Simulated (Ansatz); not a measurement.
Base system: NaCl in the rock salt structure (space group Fm-3m, No. 225; a = 5.601 Å).

Method: DFT with PBEsol, PAW potentials and a 420 eV plane-wave cutoff in Ansatz (an electronic-structure program), no spin-orbit coupling.

Strains are applied to the cell and any free atomic positions relax.

One change was made to it. Results:

| quantity | base | after |
|---|---|---|
| energy relative to the base (free energy F) | 0 meV/atom | +11 meV/atom |
| pressure | 0.01 GPa | 2.36 GPa |
| electron mass | 0.39 mₑ (at Γ) | 0.38 mₑ (at Γ) |

Problem. Name the change that was made.
A) isotropic strain −2.50 %
B) isotropic strain −3.00 %
C) isotropic strain +0.50 %

Solution. A, isotropic strain −2.50 %. For comparison, the energy relative to the base in the other runs: isotropic strain +0.50 % gives +0.4 meV/atom; isotropic strain −3.00 % gives +16 meV/atom.

The levels and masses belong to the bands next to the band gap. Effective masses come from finite differences of ±0.01 Å⁻¹. Whether these cells are dynamically stable was not tested.
